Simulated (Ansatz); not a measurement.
Subject: the formation energy of Ti_Al in Al (fcc, Fm-3m). Reaction: Ti (hcp) + 107 Al (fcc) → cell A.

Cell A: a supercell of 108 sites of Al (fcc, Fm-3m) with Ti on an Al site (12 Al at 2.85 Å); spin state with PBE: run without spin, k-point mesh 3×3×3.
```
CELL_PARAMETERS angstrom
     12.12333     0.00000     0.00000
      0.00000    12.12333     0.00000
      0.00000     0.00000    12.12333
ATOMIC_POSITIONS crystal
  Al 0.00000 0.99997 0.00000
  Al 0.00000 0.16640 0.16675
  Al 0.16717 0.00050 0.16717
  Al 0.16675 0.16640 0.00000
  Al 0.00000 0.00008 0.33306
  Al 0.00000 0.16566 0.50000
  Al 0.16629 0.99962 0.50000
  Al 0.16659 0.16663 0.33330
  Al 0.00000 0.00008 0.66694
  Al 0.00000 0.16640 0.83325
  Al 0.16717 0.00050 0.83283
  Al 0.16659 0.16663 0.66670
  Al 0.00000 0.33333 0.00000
  Al 0.00000 0.50027 0.16675
  Al 0.16629 0.33333 0.16629
  Al 0.16675 0.50027 0.00000
  Al 0.00000 0.33333 0.33233
  Al 0.00000 0.50101 0.50000
  Al 0.16397 0.33333 0.50000
  Al 0.16659 0.50004 0.33330
  Al 0.00000 0.33333 0.66767
  Al 0.00000 0.50027 0.83325
  Al 0.16629 0.33333 0.83371
  Al 0.16659 0.50004 0.66670
  Al 0.00000 0.66670 0.00000
  Al 0.00000 0.83333 0.16663
  Al 0.16717 0.66616 0.16717
  Al 0.16663 0.83333 0.00000
  Al 0.00000 0.66659 0.33306
  Al 0.00000 0.83333 0.50000
  Al 0.16629 0.66705 0.50000
  Al 0.16675 0.83333 0.33306
  Al 0.00000 0.66659 0.66694
  Al 0.00000 0.83333 0.83337
  Al 0.16717 0.66616 0.83283
  Al 0.16675 0.83333 0.66694
  Al 0.33306 0.00008 0.00000
  Al 0.33330 0.16663 0.16659
  Al 0.50000 0.99962 0.16629
  Al 0.50000 0.16566 0.00000
  Al 0.33330 0.99992 0.33330
  Al 0.33370 0.16703 0.50000
  Al 0.50000 0.99730 0.50000
  Al 0.50000 0.16703 0.33370
  Al 0.33330 0.99992 0.66670
  Al 0.33330 0.16663 0.83341
  Al 0.50000 0.99962 0.83371
  Al 0.50000 0.16703 0.66630
  Al 0.33233 0.33333 0.00000
  Al 0.33330 0.50004 0.16659
  Al 0.50000 0.33333 0.16397
  Al 0.50000 0.50101 0.00000
  Al 0.33370 0.33333 0.33370
  Al 0.33370 0.49964 0.50000
  Ti 0.50000 0.33333 0.50000
  Al 0.50000 0.49964 0.33370
  Al 0.33370 0.33333 0.66630
  Al 0.33330 0.50004 0.83341
  Al 0.50000 0.33333 0.83603
  Al 0.50000 0.49964 0.66630
  Al 0.33306 0.66659 0.00000
  Al 0.33306 0.83333 0.16675
  Al 0.50000 0.66705 0.16629
  Al 0.50000 0.83333 0.00000
  Al 0.33330 0.66674 0.33330
  Al 0.33233 0.83333 0.50000
  Al 0.50000 0.66936 0.50000
  Al 0.50000 0.83333 0.33233
  Al 0.33330 0.66674 0.66670
  Al 0.33306 0.83333 0.83325
  Al 0.50000 0.66705 0.83371
  Al 0.50000 0.83333 0.66767
  Al 0.66694 0.00008 0.00000
  Al 0.66670 0.16663 0.16659
  Al 0.83283 0.00050 0.16717
  Al 0.83325 0.16640 0.00000
  Al 0.66670 0.99992 0.33330
  Al 0.66630 0.16703 0.50000
  Al 0.83371 0.99962 0.50000
  Al 0.83341 0.16663 0.33330
  Al 0.66670 0.99992 0.66670
  Al 0.66670 0.16663 0.83341
  Al 0.83283 0.00050 0.83283
  Al 0.83341 0.16663 0.66670
  Al 0.66767 0.33333 0.00000
  Al 0.66670 0.50004 0.16659
  Al 0.83371 0.33333 0.16629
  Al 0.83325 0.50027 0.00000
  Al 0.66630 0.33333 0.33370
  Al 0.66630 0.49964 0.50000
  Al 0.83603 0.33333 0.50000
  Al 0.83341 0.50004 0.33330
  Al 0.66630 0.33333 0.66630
  Al 0.66670 0.50004 0.83341
  Al 0.83371 0.33333 0.83371
  Al 0.83341 0.50004 0.66670
  Al 0.66694 0.66659 0.00000
  Al 0.66694 0.83333 0.16675
  Al 0.83283 0.66616 0.16717
  Al 0.83337 0.83333 0.00000
  Al 0.66670 0.66674 0.33330
  Al 0.66767 0.83333 0.50000
  Al 0.83371 0.66705 0.50000
  Al 0.83325 0.83333 0.33306
  Al 0.66670 0.66674 0.66670
  Al 0.66694 0.83333 0.83325
  Al 0.83283 0.66616 0.83283
  Al 0.83325 0.83333 0.66694
```

Reference: Ti (hcp, P6₃/mmc), 2 atoms in the cell; spin state with PBE: run without spin, k-point mesh 24×24×14 on the run's own vectors. Conventional cell: a = 2.9399 Å, b = 2.9399 Å, c = 4.6538 Å, α = 90.00°, β = 90.00°, γ = 120.00°.

Reference: Al (fcc, Fm-3m), 108 atoms in the cell, the relaxed perfect crystal repeated, atoms not moved again, k-point mesh 3×3×3 on the run's own vectors.

Plane-wave PAW calculations with Ansatz (an electronic-structure program), its default PAW set, cutoff 420 eV, 500 eV for r2SCAN. The structures are at rest with PBE, within the held lattices; other levels are single points on them. Neutral cells; Fermi-Dirac smearing of at most 0.10 eV in the solids, energies taken to zero width. The lattices are those relaxed with PBE, so at other levels the solids can be strained, which adds to the spread. Larger cells are relaxed from a start prepared with the learned potential CHGNet, on a coarser mesh till forces fall under 0.03 eV/Å, which some starts already meet. A dispersion term (D3(BJ), or D4 for r2SCAN) was computed beside these levels and is taken off wherever the name lacks it. The PAW files were made for PBE and serve at the other functionals too. Space groups of crystals are read within 0.01 Å. Static lattices, no vibrational contributions. No structure search was made; lower ones may exist. No correction for cell size. Mesh and cell size may move defect energies by 0.1 eV or more. Cell A has symmetry Pm-3m within 0.02 Å and got no random move, so less symmetric positions, which may lie lower, weren't tried.

**Question.** Estimate the value that PBE returns for this input.

**Answer.** -1.11 eV, for Ti (hcp) + 107 Al (fcc) → cell A.

**Question.** How does the value move with the functional?

**Answer.** 
```csv
Method,value (eV),less PBE
r2SCAN,-1.22,-0.11
```

The levels shown span 0.11 eV, from r2SCAN (-1.22) to PBE (-1.11).
